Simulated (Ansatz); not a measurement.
**MgO in the rock salt structure (space group Fm-3m, No. 225)**

```yaml
crystal:
  lattice:
    - [0.00000, 2.07958, 2.07958]
    - [2.07958, 0.00000, 2.07958]
    - [2.07958, 2.07958, 0.00000]
  atoms:
    - { symbol: Mg, position: [0.00000, 0.00000, 0.00000] }
    - { symbol: O, position: [0.50000, 0.50000, 0.50000] }
```

Calculations: LDA/PAW in Ansatz (an electronic-structure program), without spin-orbit coupling. k-mesh 14×14×14 (Γ-centred); smearing 0.05 eV (Fermi–Dirac).

| Item | Result |
|---|---|
| Volume per atom | 8.99 Å³ |
| Density | 3.72 g/cm³ |
| Band gap | 5.03 eV, direct at Γ |
| Electron mass | 0.36 mₑ |
| Hole mass (degenerate bands, along [100]) | 0.40, 2.0, 2.0 mₑ |
| Lowest conduction-band minima above the VBM | Γ 5.03 eV |
| Total energy | -1230.033 eV/atom (σ→0; compares only within this code and set-up) |

Effective masses come from finite differences of ±0.01 Å⁻¹. Stability against distortions was not tested.
